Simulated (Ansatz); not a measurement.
The boundary is one mirror-built cell; no search for the lowest one was made.

System: Σ11 (113) symmetric tilt boundary in fcc Cu, with one B atom a cell (10.9 Å²) in the boundary; relaxed on a coarser mesh with the in-plane cell held.

Data:

```xyz
37
Lattice="2.5666 0.0000 0.0000 1.2833 4.2562 0.0000 0.0000 0.0000 39.9170" Properties=species:S:1:pos:R:3 pbc="T T T"
Cu     0.0000    -0.0186     0.9398
Cu     1.2833     1.9184     2.1534
Cu     2.5666     3.8574     3.1752
Cu     2.5666     1.5240     4.3133
Cu     1.2833     3.4561     5.3771
Cu     1.2833     1.0940     6.4819
Cu     2.5666     3.0287     7.5733
Cu     2.5666     0.7071     8.6647
Cu     1.2833     2.6417     9.7560
Cu     1.2833     0.3202    10.8474
Cu     2.5666     2.2548    11.9387
Cu     1.2833     4.1894    13.0301
Cu     1.2833     1.8679    14.1214
Cu     2.5666     3.8025    15.2128
Cu     2.5666     1.4371    16.3163
Cu     1.2833     3.3725    17.3828
Cu     1.2833     1.0236    18.5150
Cu     2.5666     2.9649    19.5591
Cu     2.5666     0.5732    20.8080
Cu     2.5666     3.2234    22.2873
Cu     1.2833     1.2717    23.1783
Cu     1.2833     3.6241    24.4147
Cu     2.5666     1.6592    25.4322
Cu     2.5666     3.9500    26.5591
Cu     1.2833     2.0154    27.6524
Cu     1.2833     4.3369    28.7457
Cu     2.5666     2.4023    29.8389
Cu     1.2833     0.4677    30.9322
Cu     1.2833     2.7892    32.0254
Cu     2.5666     0.8546    33.1187
Cu     2.5666     3.1761    34.2119
Cu     1.2833     1.2415    35.3052
Cu     1.2833     3.5249    36.4120
Cu     2.5666     1.5780    37.4796
Cu     2.5666     3.8932    38.6182
Cu     1.2833     1.9418    39.6444
B      1.2833     2.1907    21.0292
```

Zero-bias coherent transport, averaged over 0.1 eV about the Fermi level.

Values are means of three energies within 0.05 eV of the Fermi level, on a potential converged at a Fermi-Dirac width of 0.05 eV. Resistances leave out the leads' Sharvin resistance. Spin-orbit coupling is left out.

Problem. Estimate the specific resistance of the junction and the share of channels that pass that PBE (Ansatz, a program for electronic structure) returns for this system.

Solution. AR = 0.55 × 10⁻¹⁵ Ω m²; 62 % of the channels of the narrower lead pass.
